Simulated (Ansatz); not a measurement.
**Response to strain in SiC**

Take SiC in the wurtzite structure (space group P6_3mc, No. 186; a = 3.075 Å, c = 5.049 Å) as the base.

Strains are applied to the cell and any free atomic positions relax.

Calculations: plane-wave PAW DFT at the r2SCAN level (Ansatz, a quantum-chemistry and plane-wave program, 500 eV), without spin-orbit coupling, earlier PAW set.

```
isotropic strain (%)  band gap (eV)
--------------------  -------------
-1.43                          2.58
-0.65                             ?
0                              2.65
4.79                           2.85
```

Task: Fit E_g = E₀ + Dε (ε in %) to the rows shown and predict the withheld row.

Result: Least squares on the printed values gives E₀ = 2.65 eV, D = 43.0 meV per % of strain (largest residual 0.00 eV); this predicts 2.62 eV, and the run gives 2.62 eV, in agreement.

No phonon test of stability was made.
